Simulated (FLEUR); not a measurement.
Input and output of a self-consistent single point for Cu (Fm-3m, 1 atom in the cell) (FLEUR).

Computed with PBE, all-electron FLAPW (FLEUR), scalar-relativistic valence in FLEUR.

```xyz
1
Lattice="0.0000 1.8104 1.8104 1.8104 0.0000 1.8104 1.8104 1.8104 0.0000" Properties=species:S:1:pos:R:3 pbc="T T T"
Cu     0.0000     0.0000     0.0000
```

Reference input (self-consistent single point, DFT, PBE, all-electron FLAPW (FLEUR), scalar-relativistic valence): Kmax = 3.5 1/bohr; GmaxXC = 12.2 1/bohr; xcFunctional = pbe; jspins = 1; l_soc = F; mode = hist; fermiSmearingEnergy = 0.00367493 Htr; mesh (inpgen div1-3) = 14 14 14; inpgen gamma flag = true; Gmax = 12.2 1/bohr; numbands = 0; maxIterBroyd = 40. This run's input differs from it in these lines:

```diff
@@ -13,3 +13,3 @@
 &comp jspins=1 /
-&kpt div1=14 div2=14 div3=14 gamma=t /
+&kpt div1=30 div2=30 div3=30 gamma=t /
 &end /
@@ -33,3 +33,3 @@
    <cell>
-      <bzIntegration valenceElectrons="11.0" mode="hist" fermiSmearingEnergy="0.00367493">
+      <bzIntegration valenceElectrons="11.0" mode="hist" fermiSmearingEnergy="0.00183747">
          <kPointListSelection listName="default-1"/>
```

Output, abridged:

```
 Iteration:     1   Distance:      39.97816363 me/bohr^3
 Iteration:     2   Distance:      29.43520797 me/bohr^3
 Iteration:     3   Distance:       7.94192225 me/bohr^3
 Iteration:     4   Distance:       8.68500496 me/bohr^3
 Iteration:     5   Distance:       1.21642156 me/bohr^3
   [... 5 lines left out ...]
 Iteration:    11   Distance:       0.00094309 me/bohr^3
 Iteration:    12   Distance:       0.00003601 me/bohr^3
 Iteration:    13   Distance:       0.00006379 me/bohr^3
 Iteration:    14   Distance:       0.00000185 me/bohr^3
 Run finished successfully
 Stop message:
   Structural relaxation: Done

[file out, last iteration]
             iter=     15
[...]
          total density-effective poten   -2.6300208456E+03
          total charge density-energy d   -6.7632402145E+01
 Updated energy parameters for spin:           1
[...]
 fermi energy and band-weighting factors:
    1.221105

[...]
FERMIE:
          first approx. to ef    (T=0)  :   0.294191 htr   (energy of the highest occ. eigenvalue)
          number of occ. states  (T=0)  :       4163
          first approx. to seigv (T=0)  :   1.996055 htr
          sum of weights of occ. states :   5.501667
          sum of semicore charge        :   0.000000 e
FERHIS:  Fermi-Energy by histogram:
          bandgap                     :   0.001218 htr
   [... lines left out ...]
          charge neutrality (T=0)     :   0.003333    (zero if the highest occ. eigenvalue is "entirely" occupied)
     EF_NEWTON:  Adjust Fermi-Energy by Newton-Method.
 Direct bandgap for spin            1 :    6.3070827301673210E-002  Htr
   [... lines left out ...]
 ---->    (input%tkb*entropy) TS=              0.0000780789 htr
 ---->    free energy=                     -1655.0336933975 htr
      extrapolation for T->0
 ---->    total electron energy=           -1655.0336543581 htr
 ***** TOTAL FORCES ON ATOMS *****
 TOTAL FORCE FOR ATOM TYPE=  1  X=  0.000   Y=  0.000   Z=  0.000
                       FX_TOT= 0.000000 FY_TOT= 0.000000 FZ_TOT= 0.000000
 Structural relaxation: Done
```

The run converged in 14 iterations. FLEUR gives forces in its relaxation mode, with a further iteration, so its stop message speaks of a relaxation. 

The starting cell has typed, rounded lattice constants, without a prior relaxation at this level. Its lattice was rescaled by up to half a per cent. Spin polarisation is off. Values depend on the basis (sphere radii, cutoffs, local orbitals), which need not be converged. The log's line on a gap gives a spacing of levels on this mesh, which the program prints for metals too.

These are the values that this program gave, and no reference: the default basis lacks the next d shell.

Cost on one core of a shared machine: roughly 40 s.
